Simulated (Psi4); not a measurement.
Psi4 1.11, TPSS/def2-svp: Nb(Cl)5 ([Cl][Nb]([Cl])([Cl])([Cl])[Cl]), 6 atoms. The geometry is a generated start, not checked to be a minimum at this level.

```yaml
task: energy
method: tpss
basis: def2-svp
memory: 3 GB
maxiter: 100
keys_of_the_molecule_block: symmetry c1
scf_type: df (default)
guess: auto, which took SAD (default)
scf_initial_accelerator: adiis (default)
e_convergence: 1e-06 (default)
d_convergence: 1e-06 (default)
dft_radial_points: 75 (default)
dft_spherical_points: 302 (default)
effective_core_potentials: those of the basis set, past Kr
basis_functions: 121
grid_points: 129321
```

```xyz
6

Nb    -0.0014     0.0005    -0.0013
Cl     1.8857    -0.4144    -1.1720
Cl     0.9496    -0.9799     1.8540
Cl    -0.9529     0.9820    -1.8585
Cl    -1.6615    -1.5257     0.0398
Cl    -0.2195     1.9375     1.1381
```

Charge 0 and multiplicity 1 are set for this test and not shown to be the ground state.

One run each on 2 threads. Values of diis_max_vecs tried: 3, 6, 10 (default), 20.

Which value of diis_max_vecs needs the fewest SCF iterations, and what happens away from it?

Fewest SCF iterations, within one of each other: 6 with 12, 10 (default) with 11, 20 with 11. The count rises to 44 at 3. All converge to one solution.

```csv
diis_max_vecs,SCF iterations,end
3,44,same solution
6,12,same solution
10 (default),11,same solution
20,11,same solution
```
